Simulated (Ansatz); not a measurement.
BAs (model structure, started from the GeS type, Pnma, No. 62, 8 atoms in the cell), treated with LDA (Ansatz, an electronic-structure program, plane waves, PAW).

Settings: plane-wave cutoff 520 eV, 6×18×16 k mesh (along the axes of the cell as run), Fermi–Dirac smearing 0.05 eV, scalar-relativistic PAW data made under PBE.

Cell (relaxed at this level):

```cif
data_As4B4
_chemical_formula_sum 'B4 As4'
_space_group_name_H-M_alt 'Pnma'
_space_group_IT_number 62
_space_group_name_Hall '-P 2ac 2n'
_cell_length_a 6.53571
_cell_length_b 3.37848
_cell_length_c 5.62055
_cell_angle_alpha 90.000
_cell_angle_beta 90.000
_cell_angle_gamma 90.000
loop_
_atom_site_label
_atom_site_type_symbol
_atom_site_symmetry_multiplicity
_atom_site_Wyckoff_symbol
_atom_site_fract_x
_atom_site_fract_y
_atom_site_fract_z
_atom_site_occupancy
B1 B 4 c 0.16027 0.25000 0.40090 1
As1 As 4 c 0.33658 0.25000 0.10887 1
```

Predict the band gap and bulk modulus.


band gap: 0.38 eV (on the SCF k mesh)
bulk modulus: 114 GPa

Note: the bulk modulus is −V dP/dV from two relaxed cells at ±2 % in volume; the relaxation could raise the start's symmetry but not lower it, so the cell can be a saddle point.

Spin–orbit coupling is not included.

Static lattice: no zero-point or thermal effects.

The result took roughly 80 core-minutes.

A model structure was made by putting elements into a prototype or built by hand; it is no filed structure, need not be a known phase, and can be a saddle point held by its symmetry.
